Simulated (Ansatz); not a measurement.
An Ansatz (an electronic-structure program) run: HfO2 with a change (pressure 3 GPa); Kohn–Sham DFT with the r2SCAN functional, run in Ansatz with PAW and 500 eV plane waves, no spin-orbit coupling, earlier PAW set.

Input:

Ansatz 0.2 input:
```yaml
crystal:
  lattice:
    - [0, 2.5294454528, 2.5294454528]
    - [2.5294454528, 0, 2.5294454528]
    - [2.5294454528, 2.5294454528, 0]
  atoms:
    - { symbol: Hf, position: [0, 0, 0] }
    - { symbol: O, position: [0.25, 0.25, 0.25] }
    - { symbol: O, position: [0.75, 0.75, 0.75] }
basis: { ecutwfc: 500, ecutrho_ratio: 4, xc_grid: 4, fft_grid_basis: typed }
kpoints: { mp_grid: { grid: [11, 11, 11] } }
hamiltonian:
  xc: r2scan
  dispersion: none
  pseudopotentials: { azcp: { folder: ./paw }, kind: paw }
scf: { occupations: { method: fermi_dirac, width: 0.05 } }
relax: { f_tol: 0.01, max_steps: 60, cell: { stress_tol: 0.02, p_target: 3.0 } }
output: { forces: true, stress: true }
checkpoint: { write: state.ck, write_every: 1000 }
```

Output (explanatory and most iteration lines left out):

```
Relaxation: its limit of steps is 60 (relax.max_steps)
Pseudopotential: Hf, paw, valence charge 26
Pseudopotential: O, paw, valence charge 6
Crystal: 3 atoms, lattice volume = 32.367 Å³
Basis set: ecut = 500 eV, 869 PW (Γ), exchange–correlation on 108×108×108 points (64 copies of the dense FFT grid, shifted against one another)
Bands: 23, of which v1, the nominal top of the filled ones, is band 19 counted from 1 (18 counted from 0)
Symmetry: 48 space group operations
Space group: Fm-3m (ITA 225), of the structure as read, at distance tolerance 3.2e-5 Å
k-points: 56 of 1331
Functional: x = r2scan, c = r2scan; τ floored in thin density (d = 2e-4 eV/Å³)
SCF iter   1: F=—  HF=-16877.066370 eV  |F-HF|=—  |Δ(HF+E_count)|=         —  Δρ=8.88e-2  dr2=1.82e0  dr2_τ=1.82e-1  ethr=3.10e-3  ⟨swp⟩=5.1  Hψ=4970  notcnv=0
SCF iter   2: F=—  HF=-16876.885098 eV  |F-HF|=—  |Δ(HF+E_count)|=   1.81e-1  Δρ=3.35e-2  dr2=2.39e-1  dr2_τ=4.45e-2  ethr=3.10e-3  ⟨swp⟩=2.8  Hψ=3085  notcnv=0
SCF 1 converged in 8 iterations: F = -16876.914912 eV  dr2 = 7.74e-9
relax step   1: F+E_penalty+E_count = -16876.91491242 eV  Δ(F+E_penalty+E_count) = +0.000e0 eV  max|allowed force component| = 1.156e-18 eV/Å  Δτ_max = 0.0000 Å  P = -0.001 GPa  Ω = 32.367 Å³  (8 SCF iters, dr2 threshold 1.00e-7 eV, accepted)
[... steps on the carried basis left out ...]
relax step   4: F+E_penalty+E_count = -16876.91170169 eV  Δ(F+E_penalty+E_count) = +2.451e-4 eV  max|allowed force component| = 1.561e-17 eV/Å  Δτ_max = 0.0000 Å  P = +2.992 GPa  Ω = 32.020 Å³  stress off target by 8.31e-3 GPa  SCF on the basis re-selected at this cell (its energy is not comparable with the rows above)  (6 SCF iters)
SCF converged after 6 iterations
Free energy (F): -16876.911702 eV
Internal energy: -16876.911702 eV  (E = F + TS)
E sigma→0 (E₀):  -16876.911702 eV
Fermi energy:    16.974950 eV
--- Forces (eV/Å), atoms counted from 1 ---
  atom   1  Hf    -0.00000000     0.00000000     0.00000000
  atom   2  O     -0.00000000     0.00000000     0.00000000
  atom   3  O      0.00000000    -0.00000000    -0.00000000
--- Stress (GPa, compression-positive) ---
        2.991692      -0.000000      -0.000000
       -0.000000       2.991692      -0.000000
       -0.000000      -0.000000       2.991692
  P = ⅓ Tr σ = 2.9917 GPa (29.917 kbar)
--- Relaxed structure (3 steps of the walk, 3 accepted, 1 SCFs on fresh bases) ---
  cell:  # Å, volume = 32.0196 Å³
    - [0.0, 2.520356285644831, 2.520356285644831]
    - [2.520356285644831, -8.279979553455334e-35, 2.520356285644831]
    - [2.520356285644831, 2.520356285644831, -6.369215041119491e-36]
  atoms:
    - { symbol: Hf, position: [-1.709461913666325e-35, 1.5769638990929005e-35, 6.80149590008241e-36] }
    - { symbol: O, position: [0.24999999999999997, 0.24999999999999997, 0.24999999999999997] }
    - { symbol: O, position: [0.75, 0.75, 0.75] }
```

Spin-orbit coupling, missing from the scalar runs, can matter with Hf. Load acts through the strain it causes; cell and atoms are relaxed under it. No phonon test of stability was made. The cell was made from HfO₂ in the fluorite structure (space group Fm-3m, No. 225) by this change: pressure 3 GPa. This is not the structure that HfO2 has at room temperature and ambient pressure.
